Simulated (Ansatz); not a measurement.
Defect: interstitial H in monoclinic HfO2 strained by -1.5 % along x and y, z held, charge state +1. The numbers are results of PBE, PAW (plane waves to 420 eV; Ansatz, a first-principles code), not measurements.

Settings: 96 host sites, the strained lattice (strain from the relaxed PBE one, atoms relaxed), the Γ point alone, smearing 0.01 eV, spin-restricted, no image-charge correction. Static, classical nuclei. Spin-orbit coupling is left out. The charge state is imposed; whether it is stable for some Fermi level was not computed. Sites that were not tried may lie lower.

Barriers: single points on a 2×2×2 k-point mesh shifted by half a step at the bands' geometries.

Relaxed starting cell (atoms counted from 1):

```
Hf32HO64
1.0
   10.16820     0.00000     0.00000
    0.00000    10.26766     0.00000
   -1.76965     0.00000    10.55307
Hf O H
32 64 1
Direct
  0.13908   0.22982   0.35543
  0.13912   0.22943   0.85390
  0.13684   0.72859   0.35623
  0.13783   0.72925   0.85321
  0.63782   0.22858   0.35442
  0.63751   0.22856   0.85298
  0.64035   0.73304   0.35898
  0.63896   0.72861   0.85132
  0.36091   0.27213   0.14649
  0.36081   0.27229   0.64615
  0.34501   0.77625   0.14567
  0.36104   0.77131   0.64554
  0.86218   0.27038   0.14661
  0.86158   0.27126   0.64581
  0.86232   0.77128   0.14579
  0.86208   0.77196   0.64641
  0.36108   0.47922   0.39556
  0.36154   0.48068   0.89610
  0.36122   0.97963   0.39670
  0.36133   0.97873   0.89543
  0.86019   0.47887   0.39562
  0.86217   0.47929   0.89417
  0.86213   0.98022   0.39626
  0.86034   0.97915   0.89590
  0.13594   0.02514   0.10336
  0.13877   0.02164   0.60463
  0.13737   0.52034   0.10349
  0.13808   0.52093   0.60434
  0.63830   0.02318   0.10385
  0.63809   0.02217   0.60461
  0.64383   0.51362   0.10023
  0.63874   0.52065   0.60286
  0.03487   0.08461   0.42320
  0.03292   0.08634   0.92362
  0.03306   0.58466   0.42344
  0.03484   0.58409   0.92261
  0.53475   0.08361   0.42298
  0.53397   0.08423   0.92352
  0.53528   0.58372   0.41636
  0.53644   0.58343   0.92198
  0.46441   0.42309   0.08192
  0.46504   0.41682   0.57592
  0.46580   0.91105   0.07645
  0.46518   0.91585   0.57625
  0.96408   0.41595   0.07627
  0.96417   0.41650   0.57655
  0.96353   0.91712   0.07714
  0.96512   0.91646   0.57678
  0.46418   0.33309   0.32767
  0.46477   0.33488   0.82829
  0.46221   0.83318   0.32445
  0.46537   0.83409   0.82605
  0.96492   0.33485   0.32717
  0.96556   0.33483   0.82626
  0.96283   0.83295   0.32752
  0.96499   0.83499   0.82721
  0.03449   0.16734   0.17447
  0.03486   0.16607   0.67345
  0.03515   0.66607   0.17367
  0.03484   0.66626   0.67345
  0.53397   0.16687   0.17214
  0.53384   0.16631   0.67349
  0.53837   0.68155   0.15812
  0.53489   0.66631   0.67029
  0.22208   0.37172   0.48982
  0.22361   0.37197   0.98977
  0.22203   0.87121   0.48972
  0.21968   0.87345   0.99030
  0.72180   0.37150   0.48838
  0.72189   0.37151   0.98899
  0.72218   0.87222   0.48978
  0.72038   0.86999   0.98955
  0.27740   0.12927   0.01090
  0.27761   0.12945   0.51122
  0.27613   0.63139   0.01087
  0.27675   0.62872   0.51029
  0.77651   0.12945   0.01062
  0.77709   0.12915   0.51078
  0.77873   0.62886   0.01031
  0.77704   0.63041   0.51060
  0.27738   0.12243   0.26071
  0.27783   0.12143   0.76101
  0.27820   0.62323   0.25987
  0.27774   0.62150   0.76095
  0.77694   0.12052   0.26041
  0.77688   0.12148   0.76076
  0.77084   0.62037   0.25946
  0.77781   0.62103   0.75956
  0.22188   0.38035   0.23985
  0.22226   0.37950   0.73960
  0.21689   0.88196   0.24007
  0.22239   0.87929   0.74009
  0.72254   0.37694   0.23855
  0.72190   0.37923   0.73873
  0.71998   0.87805   0.23843
  0.72240   0.87937   0.73908
  0.56577   0.75850   0.11309
```
Cell charge +1.

End state 1 differs by these moves (Å; atoms that move under 0.08 Å are left out):

```tsv
atom	element	Δx	Δy	Δz
11	Hf	0.05	-0.12	0.07
29	Hf	0.11	0.07	0.03
31	Hf	-0.07	0.09	0.03
39	O	-0.03	0.04	0.07
41	O	0.03	-0.10	-0.07
43	O	0.14	-0.12	-0.05
61	O	-0.03	-0.08	0.04
63	O	-0.09	-0.14	0.14
68	O	0.10	-0.02	0.02
97	H	-0.21	0.72	-0.70
```

Q: Estimate the forward and backward barriers to end state 1 that PBE, PAW returns for this input.

A: forward 0.26 eV, backward 0.21 eV; at the saddle point atom 97 has neighbours Hf at 2.12; O at 1.22, O at 1.25 Å. The saddle point's order was not checked.
